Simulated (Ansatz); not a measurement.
**CdSe under a change: biaxial strain +3.00 %, plane normal [001], relaxed out of plane**

Base system: CdSe in the zinc blende structure (space group F-43m, No. 216; a = 6.082 Å). Axes: x, y, z lie along the cube axes.

It is then changed as follows: tensile biaxial strain of 3.00 % in the plane normal to [001], as in epitaxy on a mismatched substrate; the out-of-plane cell vector and the atoms relax.

Method: Ansatz (a program for electronic structure), PBEsol, PAW, cutoff 420 eV, no spin-orbit coupling. Γ-centred 9×9×9 mesh, Fermi–Dirac width 0.05 eV.

```json
[
 {"quantity": "volume per atom", "base": "28.12 Å³", "changed": "28.48 Å³", "shift": "+0.367 Å³"},
 {"quantity": "space group", "base": "F-43m (No. 216)", "changed": "I-4m2 (No. 119)", "shift": "–"},
 {"quantity": "energy relative to the base (free energy F)", "base": "0 meV/atom", "changed": "+6.4 meV/atom", "shift": "+6.4 meV/atom"},
 {"quantity": "pressure (mean of the normal stresses, compression positive)", "base": "0.00 GPa", "changed": "-0.78 GPa", "shift": "-0.788 GPa"},
 {"quantity": "band gap", "base": "0.48 eV", "changed": "0.31 eV", "shift": "-0.17 eV"},
 {"quantity": "gap character", "base": "direct at Γ", "changed": "direct at Γ", "shift": "–"},
 {"quantity": "electron mass", "base": "0.049 mₑ (at Γ)", "changed": "0.035 mₑ out of plane, 0.051 mₑ in plane (at Γ)", "shift": "–"},
 {"quantity": "hole mass", "base": "–", "changed": "0.036 mₑ out of plane, 0.66 mₑ in plane (at Γ)", "shift": "–"},
 {"quantity": "valence-band top at Γ (three highest levels, from the VBM)", "base": "0.00, 0.00, 0.00 eV", "changed": "0.00, -0.21, -0.21 eV", "shift": "–"},
 {"quantity": "out-of-plane strain", "base": "–", "changed": "-4.51 %", "shift": "–"},
 {"quantity": "ratio −ε⊥/ε∥", "base": "–", "changed": "1.50", "shift": "–"},
 {"quantity": "mean in-plane stress (compression positive)", "base": "–", "changed": "-1.2 GPa", "shift": "–"}
]
```

Final structure (turned so that z lies along the plane normal):

```
CELL_PARAMETERS angstrom
      4.42933     0.00000     0.00000
      0.00000     4.42933     0.00000
      2.21467    -2.21467     2.90365
ATOMIC_POSITIONS crystal
  Cd 0.00000 0.00000 0.00000
  Se 0.75000 0.75000 0.50000
```

Effective masses come from finite differences of ±0.01 Å⁻¹. Whether these cells are dynamically stable was not tested. Labels are those of the standard path for the cell's own space group.
